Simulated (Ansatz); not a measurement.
Here is the system:

End structure of a constructed model of the (111) surface of fcc Pt, a layer of Au in place of the third plane (bottom of the slab: a bare face, its two planes held):

```xyz
6
Lattice="2.8072 0.0000 0.0000 -1.4036 2.4311 0.0000 0.0000 0.0000 27.5000" Properties=species:S:1:pos:R:3 pbc="T T T"
Pt     0.0000     1.6207     8.0198
Pt     1.4036     0.8104    10.3119
Pt     0.0000     0.0000    12.6107
Au     0.0000     1.6207    15.0128
Pt     1.4036     0.8104    17.4188
Pt     0.0000     0.0000    19.7388
```

Set-up: 6 atoms, 11.5 Å thick at the start; mesh 15x15x1; 0.1 eV smearing; dipole correction on; 2 atoms held, the rest relaxed; symmetry of the start imposed; no spin, no spin-orbit, no U. In PBE it lies 0.12 eV a 1x1 cell over the lowest computed structure of the same composition (a layer of Au in place of the second plane).

Problem. Predict the work function of the top face from PBE (Ansatz, a first-principles code).

Solution. 5.75 eV
